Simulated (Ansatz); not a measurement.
**A computed series for hypothetical R-3m LuCuSe2: response to strain**

Consider LuCuSe₂ (space group R-3m, No. 166; a hypothetical phase, not in the database extracts checked).

```yaml
crystal:
  lattice:
    - [1.99757, 1.15330, 6.13516]
    - [-1.99757, 1.15330, 6.13516]
    - [0.00000, -2.30659, 6.13516]
  atoms:
    - { symbol: Lu, position: [0.00000, 0.00000, 0.00000] }
    - { symbol: Cu, position: [0.50000, 0.50000, 0.50000] }
    - { symbol: Se, position: [0.24492, 0.24492, 0.24492] }
    - { symbol: Se, position: [0.75508, 0.75508, 0.75508] }
```

Cartesian axes are those of the cell as printed.

Strains are applied to the cell and any free atomic positions relax; under biaxial strain the out-of-plane vector relaxes too; under stress the whole cell relaxes.

Levels (all Ansatz, an electronic-structure program, PAW): PBE (420 eV, without spin-orbit coupling); r2SCAN (500 eV, without spin-orbit coupling).

The base cell above is that of PBE; each level relaxes its own structures.

| case | shift of the gap caused by the change, PBE | shift of the gap caused by the change, r2SCAN |
|---|---|---|
| biaxial strain +0.95 %, plane normal [001], relaxed out of plane | +0.10 eV | ? |
| biaxial strain +1.74 %, plane normal [001], relaxed out of plane | +0.14 eV | ? |
| isotropic strain −0.88 % | -0.07 eV | -0.08 eV |
| isotropic strain +0.77 % | +0.06 eV | +0.07 eV |
| isotropic strain +0.96 % | +0.07 eV | +0.08 eV |
| isotropic strain +1.06 % | +0.08 eV | ? |
| isotropic strain +3.08 % | -0.01 eV | +0.26 eV |
| uniaxial strain ε_xx = +1.14 % | +0.02 eV | ? |
| uniaxial strain ε_yy = −0.32 % | -0.03 eV | -0.03 eV |
| uniaxial strain ε_zz = −1.17 % | +0.02 eV | ? |
| tensor shear ε_xy = −1.37 % | -0.13 eV | -0.13 eV |
| uniaxial stress, 1 GPa compression along x | -0.27 eV | ? |

### Question
What belongs in the blanks?

### Answer

- biaxial strain +0.95 %, plane normal [001], relaxed out of plane, shift of the gap caused by the change, r2SCAN: +0.10 eV
- biaxial strain +1.74 %, plane normal [001], relaxed out of plane, shift of the gap caused by the change, r2SCAN: +0.17 eV
- isotropic strain +1.06 %, shift of the gap caused by the change, r2SCAN: +0.09 eV
- uniaxial strain ε_xx = +1.14 %, shift of the gap caused by the change, r2SCAN: +0.02 eV
- uniaxial strain ε_zz = −1.17 %, shift of the gap caused by the change, r2SCAN: +0.02 eV
- uniaxial stress, 1 GPa compression along x, shift of the gap caused by the change, r2SCAN: -0.23 eV

The two levels differ by at most about 0.27 eV. They disagree on the order of isotropic strain +3.08 % and biaxial strain +0.95 %, plane normal [001], relaxed out of plane and of 6 more pairs.

Beyond what the load breaks, stability against distortions was not tested. All final runs are without spin polarisation.
